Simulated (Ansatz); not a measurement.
The starting structures come from a database of crystals and need not be the phases stable at ambient conditions.

 Where the default PAW files enter, the runs use the earlier of Ansatz's two default sets.

Inside the gap of an insulator the Bloch states are evanescent, with a wavenumber k + iκ along the transport direction.

Data:

```
CELL_PARAMETERS angstrom
      6.11840     0.00000     0.00000
      2.98826     5.33902     0.00000
     -2.98826    -1.75195     5.04340
ATOMIC_POSITIONS crystal
  Ba 0.74794 0.74794 0.25206
  Ba 0.25206 0.25206 0.74794
  Sr 0.00000 0.00000 0.00000
  Te 0.50000 0.50000 0.50000
  O  0.28250 0.77366 0.32844
  O  0.71750 0.22634 0.67156
  O  0.67156 0.28250 0.22634
  O  0.32844 0.71750 0.77366
  O  0.77366 0.67156 0.71750
  O  0.22634 0.32844 0.28250
```

Space group of this cell: R-3. The cell is taken as given; by r2SCAN its mean pressure is -4.4 GPa.

Transport runs along the normal of the first two printed cell vectors, the (101) plane of the conventional cell.

No gap correction and no spin-orbit coupling; mid-gap values are interpolated between computed energies.

Question: Predict the band gap and the smallest decay constant κ at mid-gap from r2SCAN in Ansatz (a quantum-chemistry and plane-wave program).

Answer: Gap 3.80 eV on a 6×6×6 mesh; κ = 0.351 1/Å, at the zone centre.
